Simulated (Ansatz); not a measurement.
## A series of runs on Pb2Se2BrGaO6F2 (P1, 28 atoms in the cell)

```xyz
28
Lattice="8.3926 0.0000 0.0000 0.0000 5.4095 0.0000 -3.8341 0.0000 9.9628" Properties=species:S:1:pos:R:3 pbc="T T T"
Pb     6.8168     4.0425     0.0344
Pb    -2.1736     1.3363     9.8928
Pb     2.8631     1.6594     6.8819
Pb     1.5520     4.3591     3.1595
Se     5.3147     4.1422     7.7519
Se    -0.7566     1.4488     2.4145
Se     0.5494     4.2541     6.8533
Se     4.1047     1.5041     3.1162
Br     1.4474     1.2717     9.3976
Br     2.9792     3.8762     0.5520
Ga    -0.6689     1.3883     5.5654
Ga     5.1241     4.2522     4.4842
O      4.4803     2.9009     8.5504
O     -0.1114     0.2358     1.4104
F     -1.2807     1.6759     7.1299
F      5.8122     4.2756     2.7861
O      4.6488     0.0412     8.2793
O      0.0184     2.8073     1.5764
O      0.8536     0.1546     5.8603
O      3.7488     2.8473     3.8429
O      2.0954     3.9443     7.6552
O      2.6271     1.1017     2.3805
F      6.4162     2.6146     4.6948
F     -1.8259     5.3000     5.3407
O      0.5762     3.0418     5.5968
O      4.0615     0.2912     4.3083
O      4.5154     3.8125     6.2048
O      0.0302     1.0584     3.7585
```

Base run A: Ansatz (a quantum-chemistry and plane-wave program) with PBEsol, default PAW files made with PBE, self-consistent single point.

Its settings: basis.ecutwfc = 420 eV; kpoints.mp_grid.grid = 2 3 2; hamiltonian.xc = pbesol; hamiltonian.pseudopotentials = {kind: paw} (the program's default PAW files); scf.occupations.method = methfessel_paxton; scf.occupations.width = 0.05 eV.

The starting cell comes from a database of published, mostly measured structures (it also holds non-ambient and calculated ones), without a prior relaxation at this level. Its atoms were displaced at random from the sites of space group no. 4. Spin-orbit coupling is off. In the base run, with a pressure of about 5 GPa the cell is away from its equilibrium volume at this level. In the base run, forces exceed 1 eV/Å. Ansatz's pressure includes its estimate of the finite-basis (Pulay) stress.

Total energies depend on the potentials, the functional and any Hubbard or dispersion term, so they are compared only between runs that share all of them.

Run A gave: pressure (GPa) 4.68; largest force (eV/Å) 6.974; gap on the mesh (eV) 3.364.

Runs:
- B: hamiltonian.xc: pbesol → lda [LDA (PW92)]
- C: hamiltonian.xc: pbesol → rpbe [RPBE]
- D: hamiltonian.xc: pbesol → revpbe [revPBE]
- E: hamiltonian.xc: pbesol → blyp [BLYP]
- F: basis.ecutwfc: 420 eV → 500 eV; hamiltonian.xc: pbesol → r2scan [r2SCAN]

Question: What does run B change against A?

Answer: The pressure goes from 4.68 to 1.02 GPa, the largest force goes from 6.974 to 6.664 eV/Å and the gap on the mesh goes from 3.364 to 3.304 eV.

Question: What does run C change against A?

Answer: The pressure goes from 4.68 to 12.04 GPa, the largest force goes from 6.974 to 7.376 eV/Å and the gap on the mesh goes from 3.364 to 3.576 eV.

```json
[
 {"run": "A", "pressure (GPa)": "4.68", "largest force (eV/Å)": "6.974", "gap on the mesh (eV)": "3.364"},
 {"run": "B", "pressure (GPa)": "1.02", "largest force (eV/Å)": "6.664", "gap on the mesh (eV)": "3.304"},
 {"run": "C", "pressure (GPa)": "12.04", "largest force (eV/Å)": "7.376", "gap on the mesh (eV)": "3.576"},
 {"run": "D", "pressure (GPa)": "11.20", "largest force (eV/Å)": "7.335", "gap on the mesh (eV)": "3.550"},
 {"run": "E", "pressure (GPa)": "12.08", "largest force (eV/Å)": "7.468", "gap on the mesh (eV)": "3.514"},
 {"run": "F", "pressure (GPa)": "4.49", "largest force (eV/Å)": "6.802", "gap on the mesh (eV)": "3.902"}
]
```

Keys are those of Ansatz 0.2.
